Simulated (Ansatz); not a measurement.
Ansatz (a quantum-chemistry and plane-wave program) run on CuO (Cccm, 4 atoms in the cell): relaxation of cell and atoms.

Level of theory: PBEsol, default PAW files made with PBE (plane waves; Ansatz).

The change in words: atoms on their sites; relax: default → cell and atoms. Reference geometry:
```yaml
crystal:
  lattice:
    - [1.99694, -2.16001, 0.00000]
    - [1.99694, 2.16001, 0.00000]
    - [0.00000, 0.00000, 5.17140]
  atoms:
    - { symbol: Cu, position: [0.00000, 0.50000, 0.00967] }
    - { symbol: Cu, position: [0.50000, 0.00000, 0.50000] }
    - { symbol: O, position: [0.50000, 0.50000, 0.25000] }
    - { symbol: O, position: [0.50000, 0.50000, 0.75000] }
```

Reference input (self-consistent single point, DFT, PBEsol, plane waves, default PAW files made with PBE): basis.ecutwfc = 420 eV; kpoints.mp_grid.grid = 8 8 5; hamiltonian.xc = pbesol; hamiltonian.pseudopotentials = {kind: paw} (the program's default PAW files); scf.occupations.method = fermi_dirac; scf.occupations.width = 0.1 eV. This run's input differs from it in these lines:

```diff
@@ -7,3 +7,3 @@
   atoms:
-    - { symbol: Cu, position: [0.000000, 0.500000, 0.009669] }
+    - { symbol: Cu, position: [0.000000, 0.500000, 0.000000] }
     - { symbol: Cu, position: [0.500000, 0.000000, 0.500000] }
@@ -20,2 +20,4 @@
   occupations: { method: fermi_dirac, width: 0.1 }
+relax:
+  cell: {}
 output:
```

Output, abridged:

```
   [... SCF lines of the steps left out ...]
relax step   1: F+E_penalty+E_count = -14296.53687637 eV  Δ(F+E_penalty+E_count) = +0.000e0 eV  max|allowed force component| = 1.388e-17 eV/Å  Δτ_max = 0.0000 Å  P = -7.292 GPa  Ω = 44.613 Å³  (7 SCF iters, dr2 threshold 1.00e-7 eV, accepted)
relax step   2: F+E_penalty+E_count = -14296.57697049 eV  Δ(F+E_penalty+E_count) = -4.009e-2 eV  max|allowed force component| = 1.388e-17 eV/Å  Δτ_max = 0.0000 Å  P = -3.830 GPa  Ω = 43.613 Å³  energy of the carried Pulay correction = +4.241e-3 eV  [...]
   [... lines left out ...]
relax step   9: F+E_penalty+E_count = -14296.59098272 eV  Δ(F+E_penalty+E_count) = -4.967e-5 eV  max|allowed force component| = 2.776e-17 eV/Å  Δτ_max = 0.0000 Å  P = +0.002 GPa  Ω = 42.655 Å³  energy of the carried Pulay correction = -1.642e-6 eV  [...]
relax step  10: F+E_penalty+E_count = -14296.59102294 eV  Δ(F+E_penalty+E_count) = -4.021e-5 eV  max|allowed force component| = 2.776e-17 eV/Å  Δτ_max = 0.0000 Å  P = +0.002 GPa  Ω = 42.655 Å³  stress off target by 3.44e-2 GPa  SCF on the basis [...]
basis re-selected at this cell: Δ(F+E_penalty+E_count) = -4.021e-5 eV, ΔP = +0.000 GPa vs the last step
the relaxation is at rest under the 8 symmetry operations that the run kept from its start: a minimum is not shown …
Stability not checked: this state was not tested for a lower state beside it, because too few of the mixer's solves of this state at the end of the SCF gave a …
Free energy (F): -14296.591023 eV
Internal energy: -14296.517049 eV  (E = F + TS)
   [... lines left out ...]
Fermi energy:    11.427962 eV
  cell:  # Å, volume = 42.6546 Å³
   [... lines left out ...]
    - [2.0413926241021727, 2.050936107084464, 0.0]
    - [0.0, 0.0, 5.093982625808607]
  atoms:
    - { symbol: Cu, position: [-2.7755575615628914e-17, 0.5, 0.0] }
    - { symbol: Cu, position: [0.5, -2.7755575615628914e-17, 0.4999999999999999] }
    - { symbol: O, position: [0.49999999999999994, 0.49999999999999994, 0.24999999999999994] }
    - { symbol: O, position: [0.49999999999999994, 0.49999999999999994, 0.7499999999999999] }
```

The run converged. 

Summary of the result:
| Quantity | Result |
|---|---|
| Free energy E − TS (on the zero of these files) | -14296.5910 eV |
| Fermi level (on the code's own zero) | 11.43 eV |
| Pressure | 0.00 GPa |
| Final cell | a = b = 2.894 Å, c = 5.094 Å, α = β = 90.00°, γ = 90.27° |
| Final volume per atom | 10.66 Å³ |
| Relaxation steps | 10 |

The starting cell comes from a database of computed structures (which also holds hypothetical and non-ambient phases and stackings), without a prior relaxation at this level. Its lattice was rescaled by up to half a per cent. Spin polarisation is off, so a magnetic state, if there is one, cannot be reached. The relaxation keeps the symmetry of its start, so its end need not be a minimum. Ansatz's pressure includes its estimate of the finite-basis (Pulay) stress. Without the estimate this run gives -0.69 GPa. The run gives no clean gap (levels at the Fermi energy touch, overlap or are partly filled at this smearing), which alone does not show that the compound is a metal.

Cost on one core of a shared machine: roughly 40 s.

Keys are those of Ansatz 0.2.
